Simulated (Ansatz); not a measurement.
The starting structures come from a database of crystals and need not be the phases stable at ambient conditions.

The decay constant κ of evanescent states in the gap governs leakage through a thin film.

Here is the system:

```
LiF
1.0
    4.80732     0.00000     0.00000
    0.00000     5.30170     0.00000
    0.00000     2.65085     1.53047
Li F
2 2
Cartesian
  2.97501   3.53447   0.00000
  0.57135   1.76723   0.00000
  0.02961   3.53447   0.00000
  2.43327   1.76723   0.00000
```

Space group of this cell: P6_3mc, wurtzite. The cell is taken as given; by r2SCAN its mean pressure is 0.6 GPa.

Transport runs along the normal of the first two printed cell vectors, the (110) plane of the conventional cell.

The gap is the functional's own, uncorrected, and κ follows it; spin-orbit coupling is left out. Mid-gap values are interpolated between the computed energies.

Task: Predict the band gap and the smallest decay constant κ at mid-gap from r2SCAN in Ansatz (a first-principles code).

Result: Gap 8.66 eV on a 6×20×20 mesh; κ = 0.696 1/Å, at the zone centre.
